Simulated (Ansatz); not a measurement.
## A constructed model of the (111)A surface of zinc-blende ZnSe, Zn-terminated, Zn trimer, 2x2 (bottom of the slab: 2 H on 4 bottom sites)

Calculation: PBE (plane waves to 420 eV, PAW; Ansatz, a first-principles code).

Set-up: 37 atoms, 14.7 Å thick at the start with caps and adatoms; mesh 3x3x1; 0.025 eV smearing; dipole correction on; 8 atoms held, the rest relaxed; start symmetry kept, larger cells not searched; no spin, no spin-orbit, no U. It is one candidate, not shown to be the stable structure of the face.

```
Quantity                                                          Result
-----------------------------------------------  -----------------------
gap of the slab on its k-mesh                                    0.72 eV
highest filled level below the top vacuum level                  3.65 eV
energy released by relaxation                                    1.36 eV
cost                                             roughly 25 core-minutes
```
